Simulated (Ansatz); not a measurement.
System: C11b WSi2. Method: PBEsol+SOC (Ansatz, a first-principles code, plane waves, PAW).

Run with plane-wave cutoff 520 eV, 24×24×24 k mesh, Fermi–Dirac smearing 0.05 eV, PAW data made under PBE.

The cell is scaled about its equilibrium volume:

Shape and atoms are relaxed at each volume.

```tsv
V (Å³/atom)	P (GPa)	c (Å)	a (Å)
12.820	10.28	7.724	3.156
13.087	4.86	7.769	3.179
13.354	-0.01	7.814	3.202
13.621	-4.38	7.858	3.225
13.888	-8.30	7.902	3.247
```

Note: the bulk modulus comes from volumes at which shape and atoms were relaxed.
